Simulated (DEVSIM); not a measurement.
Structure: GaN p-n junction from an implanted or diffused profile, at 300 K.

```tsv
layer (left to right)	material	thickness (μm)	Nd (cm⁻³)	τn (s)	τp (s)
1	GaN	92.0	7.5e14	4.1e-10	4.1e-10
```

Added acceptor profile: 3.9e18 cm⁻³ × exp(−(x − 0 μm)²/(2·(0.056 μm)²)). Left contact: ohmic. Right contact: ohmic. Voltage is applied to the left contact. Recombination: SRH at mid-gap, radiative. Mobility is μmin + (μ − μmin)/(1 + (N/Nref)^α).

This is a model device: material constants are rounded textbook-type values typed into the input, and sizes, dopings and lifetimes were drawn at random. Values at 300 K.

```csv
parameter,GaN
gap (eV),3.43
affinity (eV),4.1
permittivity,9.5
Nc (cm⁻³),2.3e18
Nv (cm⁻³),4.6e19
μn (cm²/Vs),1200
μp (cm²/Vs),100
"μn,min",55
"μp,min",3
"Nref,n",2e17
"Nref,p",3e17
αn,1
αp,2
B (cm³/s),1e-11
```

DEVSIM, 1D drift-diffusion, Boltzmann statistics, complete ionisation; no tunnelling, impact ionisation, image-force lowering or self-heating.

The thickness of layer 1 was swept, all else fixed.

| thickness of layer 1 (μm) | dark forward voltage at 1 A/cm² (V) |
|---|---|
| 18 | 2.869 |
| 32 | 2.880 |
| 55 | 2.895 |
| 92 | 2.921 |
| 160 | 2.968 |
| 280 | 3.050 |
| 460 | 3.176 |

From the first row to the last the dark forward voltage at 1 A/cm² goes from 2.869 to 3.176.
